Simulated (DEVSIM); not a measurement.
Device: double heterostructure, GaAs between p- and n-type Al0.4Ga0.6As, at 300 K.

```
layer (left to right)      material  thickness (μm)  Nd (cm⁻³)  Na (cm⁻³)  τn (s)  τp (s)
---------------------  ------------  --------------  ---------  ---------  ------  ------
1                      Al0.4Ga0.6As           0.440     2.7e17          -    3e-9    3e-9
2                              GaAs          0.0860          -     6.1e15    3e-9    3e-9
3                      Al0.4Ga0.6As           0.870          -     1.4e17    3e-9    3e-9
```

Left contact: ohmic. Right contact: ohmic. Voltage is applied to the left contact. Recombination: SRH at mid-gap, radiative. Mobility is μmin + (μ − μmin)/(1 + (N/Nref)^α).

This is a model device: material constants are rounded textbook-type values typed into the input, and sizes, dopings and lifetimes were drawn at random. Values at 300 K; Nc and Nv go as T^1.5, mobilities as T to minus their exponent, the gap by Varshni's rule with the affinity fixed. The table also holds parameters that only a changed run uses.

| parameter | Al0.4Ga0.6As | GaAs |
|---|---|---|
| gap (eV) | 1.9228 | 1.424 |
| affinity (eV) | 3.754 | 4.07 |
| permittivity | 11.76 | 12.9 |
| Nc (cm⁻³) | 7.93e17 | 4.7e17 |
| Nv (cm⁻³) | 9e18 | 9e18 |
| μn (cm²/Vs) | 3220 | 8500 |
| μp (cm²/Vs) | 158 | 400 |
| μn,min | 500 | 500 |
| μp,min | 20 | 20 |
| Nref,n | 6e16 | 6e16 |
| Nref,p | 1.5e17 | 1.5e17 |
| αn | 0.39 | 0.39 |
| αp | 0.38 | 0.38 |
| T exponent of μn | 2.1 | 2.1 |
| T exponent of μp | 2.2 | 2.2 |
| B (cm³/s) | 2e-10 | 2e-10 |
| Cn (cm⁶/s) | 1e-30 | 1e-30 |
| Cp (cm⁶/s) | 1e-30 | 1e-30 |
| Varshni α (eV/K) | 0.000541 | 0.000541 |
| Varshni β (K) | 204 | 204 |

Model (solved in DEVSIM): 1D drift-diffusion, Boltzmann statistics, complete ionisation; no tunnelling, impact ionisation, image-force lowering or self-heating. Band offsets follow the typed affinities; no thermionic-emission limit at abrupt steps, no polarisation charge.

Base results: dark forward voltage at 1 A/cm² (V) 1.144; dark forward voltage at 100 A/cm² (V) 1.340; potential step across the device at zero bias (V) 1.787.

Q: What follows from this one change: doping Nd of layer 1 2.7e+17 → 2.7e+16 cm^-3?

A: dark forward voltage at 1 A/cm² 1.144 → 1.140 V; dark forward voltage at 100 A/cm² 1.340 → 1.361 V; potential step across the device at zero bias 1.787 → 1.728 V.

Q: What follows from this one change: temperature 300 → 250 K?

A: dark forward voltage at 1 A/cm² 1.144 → 1.224 V; dark forward voltage at 100 A/cm² 1.340 → 1.403 V; potential step across the device at zero bias 1.787 → 1.844 V.

Q: What follows from this one change: doping Na of layer 2 6.1e+15 → 6.1e+16 cm^-3?

A: dark forward voltage at 1 A/cm² 1.144 → 1.150 V; dark forward voltage at 100 A/cm² little changed (1.340 V); potential step across the device at zero bias little changed (1.787 V).

Q: What follows from this one change: constant mobility in place of the doping-dependent one?

A: dark forward voltage at 1 A/cm² little changed (1.144 V); dark forward voltage at 100 A/cm² 1.340 → 1.335 V; potential step across the device at zero bias little changed (1.787 V).
